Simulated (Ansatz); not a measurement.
Substrate model: Si(111) 1x1 surface, 6 top atoms, 3 bilayers, bottom bilayer H-capped and fixed, every top atom capped by H; cell 11.5 x 6.6 Å; two neighbouring H replaced by OH; about 7 Å thick over the host's atoms, 18 atoms held. Computed with PBE-D3(BJ) (plane waves to 420 eV, PAW; Ansatz, an electronic-structure program). k mesh 1 x 2 x 1. The slab states were run without spin polarisation. A thicker slab, a larger cell or a denser mesh can move such energies by a tenth of an eV or more. Energies are static: no zero-point or thermal part. Each state was relaxed from one prepared geometry.

One GeCl4 a cell is brought to Si(111):H with two OH. Relaxed result near the molecule:

```
atom    x (Å)   y (Å)   z (Å)
------  -----  ------  ------
H(44)   7.699   6.675  11.015
O(46)   5.687  10.094  11.191
H(47)   4.795   3.503  11.578
Ge(a0)  5.971   5.847  14.273
Cl(a1)  4.164   4.766  13.856
Cl(a2)  7.678   4.715  13.675
Cl(a3)  6.068   6.205  16.381
Cl(a4)  5.933   7.711  13.236
```

Q: What is the adsorption energy against the free GeCl4 and the slab before, and how much of it is dispersion?

A: -0.40 eV (negative: bound); the D3 term gives -0.41 eV of it. Its closest contacts to the rest of the cell: Cl(a1)...H(47) 2.68 Å, Cl(a4)...H(44) 3.02 Å, Cl(a4)...O(46) 3.15 Å.
